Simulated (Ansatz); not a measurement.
The reference is CdS in the zinc blende structure (space group F-43m, No. 216; a = 5.8242 Å). Axes: x, y, z lie along the cube axes.

The values are results of Ansatz (an electronic-structure program), PBEsol, PAW, cutoff 420 eV, scalar-relativistic without spin-orbit coupling, not measurements.

The change: tensile biaxial strain of 2.00 % in the plane normal to [001], as in epitaxy on a mismatched substrate; the out-of-plane cell vector and the atoms relax.

Question: Estimate the effect on the energy relative to the base, in-plane stress and hole mass.

Answer: The energy goes up by 2.8 meV/atom; the mean in-plane stress (compression positive) comes out as -0.9 GPa; the hole mass comes out as 0.11 mₑ out of plane, 0.74 mₑ in plane (at Γ).

The levels and masses belong to the bands next to the band gap. Masses are band curvatures over ±0.01 Å⁻¹ around the edge. Stability against distortions was not tested.
